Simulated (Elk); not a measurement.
**A self-consistent single point of HfN (I4mm, 2 atoms in the cell) with Elk**

Method of the run: PBEsol, all-electron FP-LAPW, Elk's shipped species files, default APW+lo basis (Elk).

This input was run:

```
tasks
  0

xctype
  22

rgkmax
  7.0

rmtscf
  0.84

stype
  3

swidth
  0.00367493

scale
  6.009597489

avec
    0.0000000000    0.7071067812    0.7071067812
    0.7071067812    0.0000000000    0.7071067812
    0.7071067812    0.7071067812    0.0000000000

sppath
  'species/'

atoms
  2   : nspecies
  'Hf.in'   : spfname
  1   : natoms; atposl, bfcmt below
  0.0111180000  0.0111180000  -0.0111180000    0.0 0.0 0.0
  'N.in'   : spfname
  1   : natoms; atposl, bfcmt below
  0.5000000000  0.5000000000  0.5000000000    0.0 0.0 0.0

ngridk
  6 6 6
```

Output, abridged:

```
│ Elk code version 10.2.4 │

All units are atomic (Hartree, Bohr, etc.)

│ Ground-state run starting from atomic densities │

Lattice vectors :
   0.000000000       4.249427137       4.249427137
   4.249427137       0.000000000       4.249427137
   4.249427137       4.249427137       0.000000000

Unit cell volume      :    153.4691743
Brillouin zone volume :    1.616286883

Muffin-tin inner radius fraction :   0.1000000000E-01

Nuclei treated as point charges

Species :    1 (Hf)
 parameters loaded from : Hf.in
 name : hafnium
 nuclear charge    :   -72.00000000
 electronic charge :    72.00000000
 atomic mass :    325367.3656
 muffin-tin radius :    2.352000000
 number of radial points in muffin-tin :    697
 atomic positions (lattice), magnetic fields (Cartesian) :
   1 :   0.00000000  0.00000000  0.00000000    0.00000000  0.00000000  0.00000000

Species :    2 (N)
 parameters loaded from : N.in
 name : nitrogen
 nuclear charge    :   -7.000000000
 electronic charge :    7.000000000
 atomic mass :    25532.65214
 muffin-tin radius :    1.512000000
 number of radial points in muffin-tin :    297
 atomic positions (lattice), magnetic fields (Cartesian) :
   1 :   0.48888200  0.48888200  0.51111800    0.00000000  0.00000000  0.00000000

Total number of atoms per unit cell :    2

Spin treatment :
 spin-unpolarised

Number of Bravais lattice symmetries :   48
Number of crystal symmetries         :    8
Crystal has no inversion symmetry
Complex Hermitian eigensolver will be used

k-point grid :      6     6     6
k-point offset :    0.000000000       0.000000000       0.000000000
k-point set is reduced with full crystal symmetry group
Total number of k-points :       48

Muffin-tin radius times maximum |G+k| :    7.000000000
 using average radius
Maximum |G+k| for APW functions       :    3.623188406
Maximum (1/2)|G+k|²                   :    6.563747112
Maximum |G| for potential and density :    12.00000000
 potential will be trimmed for |G| > 2 gkmax
Constant for pseudocharge density :    7
Radial integration step length :    4

G-vector grid sizes :     24    24    24
Number of G-vectors :     4477

Maximum angular momentum used for
 APW functions                      :    8
 outer part of muffin-tin           :    6
 inner part of muffin-tin           :    1

Total nuclear charge    :   -79.00000000
Total core charge       :    48.00000000
Total valence charge    :    31.00000000
Total excess charge     :    0.000000000
Total electronic charge :    79.00000000

Effective Wigner radius, rₛ :   0.7740490560

Number of empty states         :    8
Total number of valence states :   24
Total number of core states    :   48

Total number of local-orbitals :   32

Exchange-correlation functional :     22     0     0
 PBEsol, Phys. Rev. Lett. 100, 136406 (2008)
 gradient requirement :    1
 generalised gradient approximation (GGA)

Smearing type :    3
 Fermi-Dirac
Smearing width :   0.3674930000E-02
Effective electronic temperature (K) :    1160.451112

Mixing type :    3
 Broyden mixing, J. Phys. A: Math. Gen. 17, L317 (1984)

Kohn-Sham potential initialised from atomic data

│ Self-consistent loop started │
│ Loop number : 1 │
 total energy                :     -15139.7393060
│ Loop number : 2 │
 total energy                :     -15140.3104348
RMS change in Kohn-Sham potential (target) :    1.813110061     (  0.1000000000E-05)
Absolute change in total energy (target)   :   0.5711287483     (  0.1000000000E-03)
│ Loop number : 3 │
 total energy                :     -15139.7670171
RMS change in Kohn-Sham potential (target) :    1.781022238     (  0.1000000000E-05)
Absolute change in total energy (target)   :   0.4006354922     (  0.1000000000E-03)
│ Loop number : 4 │
 total energy                :     -15144.4123012
RMS change in Kohn-Sham potential (target) :   0.8526055266     (  0.1000000000E-05)
Absolute change in total energy (target)   :    4.545125260     (  0.1000000000E-03)
│ Loop number : 5 │
 total energy                :     -15146.3057481
RMS change in Kohn-Sham potential (target) :   0.2785557073     (  0.1000000000E-05)
Absolute change in total energy (target)   :    3.029728188     (  0.1000000000E-03)
│ Loop number : 6 │
 total energy                :     -15147.3852294
RMS change in Kohn-Sham potential (target) :   0.6810455146E-01 (  0.1000000000E-05)
Absolute change in total energy (target)   :    1.836913316     (  0.1000000000E-03)
│ Loop number : 7 │
 total energy                :     -15147.8190548
RMS change in Kohn-Sham potential (target) :   0.1879860813E-01 (  0.1000000000E-05)
Absolute change in total energy (target)   :   0.8930537696     (  0.1000000000E-03)
│ Loop number : 8 │
 total energy                :     -15147.9950925
RMS change in Kohn-Sham potential (target) :   0.3829710451E-02 (  0.1000000000E-05)
Absolute change in total energy (target)   :   0.3993011377     (  0.1000000000E-03)
│ Loop number : 9 │
 total energy                :     -15148.0629822
RMS change in Kohn-Sham potential (target) :   0.1893049543E-02 (  0.1000000000E-05)
Absolute change in total energy (target)   :   0.1677149718     (  0.1000000000E-03)
│ Loop number : 10 │
 total energy                :     -15148.0481154
RMS change in Kohn-Sham potential (target) :   0.3592828415E-03 (  0.1000000000E-05)
Absolute change in total energy (target)   :   0.2706190031E-01 (  0.1000000000E-03)
│ Loop number : 11 │
 total energy                :     -15148.0476013
RMS change in Kohn-Sham potential (target) :   0.3928441514E-03 (  0.1000000000E-05)
Absolute change in total energy (target)   :   0.6251404582E-02 (  0.1000000000E-03)
│ Loop number : 12 │
 total energy                :     -15148.0442813
RMS change in Kohn-Sham potential (target) :   0.1499333947E-04 (  0.1000000000E-05)
Absolute change in total energy (target)   :   0.1757138156E-02 (  0.1000000000E-03)
│ Loop number : 13 │
 total energy                :     -15148.0435422
RMS change in Kohn-Sham potential (target) :   0.5024439670E-05 (  0.1000000000E-05)
Absolute change in total energy (target)   :   0.1178392031E-02 (  0.1000000000E-03)
│ Loop number : 14 │
 total energy                :     -15148.0436362
RMS change in Kohn-Sham potential (target) :   0.3250363540E-05 (  0.1000000000E-05)
Absolute change in total energy (target)   :   0.2006398736E-03 (  0.1000000000E-03)
│ Loop number : 15 │
 total energy                :     -15148.0435914
RMS change in Kohn-Sham potential (target) :   0.1667049828E-05 (  0.1000000000E-05)
Absolute change in total energy (target)   :   0.9492928803E-04 (  0.1000000000E-03)
│ Loop number : 16 │
 total energy                :     -15148.0435837
RMS change in Kohn-Sham potential (target) :   0.3057846099E-06 (  0.1000000000E-05)
Absolute change in total energy (target)   :   0.3142899186E-04 (  0.1000000000E-03)
Convergence targets achieved

│ Loop number : 17 │

Energies :
 Fermi                       :     0.544250779961
 sum of eigenvalues          :     -9242.81114120
 electron kinetic            :      16936.7080691
 core electron kinetic       :      16386.5053167
 Coulomb                     :     -31772.5745074
 Coulomb potential           :     -25768.6034365
 nuclear-nuclear             :     -1231.13651448
 electron-nuclear            :     -35314.2725493
 Hartree                     :      4772.83455638
 Madelung                    :     -18888.2727891
 xc potential                :     -410.915773773
 exchange                    :     -307.044931799
 correlation                 :     -5.13184773183
 electron entropic           :    -0.355820267102E-03
 total energy                :     -15148.0435736

Density of states at Fermi energy :    7.284945371
 (states/Hartree/unit cell)

Estimated indirect band gap :   0.1361722511E-01
 from k-point      6 to k-point      2
Estimated direct band gap   :   0.1361722511E-01
 at k-point      6

Charges :
 core                        :    48.00000000
 valence                     :    31.00000000
 interstitial                :    3.851763879
 muffin-tins (core leakage)
  species :    1 (Hf)
   atom    1                 :    69.47467013     (  0.1061002263E-04)
  species :    2 (N)
   atom    1                 :    5.673565986     (  0.3930508663E-05)
 total in muffin-tins        :    75.14823612
 total calculated charge     :    78.99593751
 total charge                :    79.00000000
 error                       :   0.4062493614E-02

│ Self-consistent loop stopped │
```

The run converged in 17 iterations. The count includes the last loop, which Elk runs after its targets are met.

The starting cell has typed, rounded lattice constants, without a prior relaxation at this level. Its lattice was rescaled by up to half a per cent. One atom was moved a little off its site on purpose. Spin-orbit coupling is off. Values depend on the basis (sphere radii, cutoffs, local orbitals), which need not be converged. The log's line on a gap gives a spacing of levels on this mesh, which the program prints for metals too.
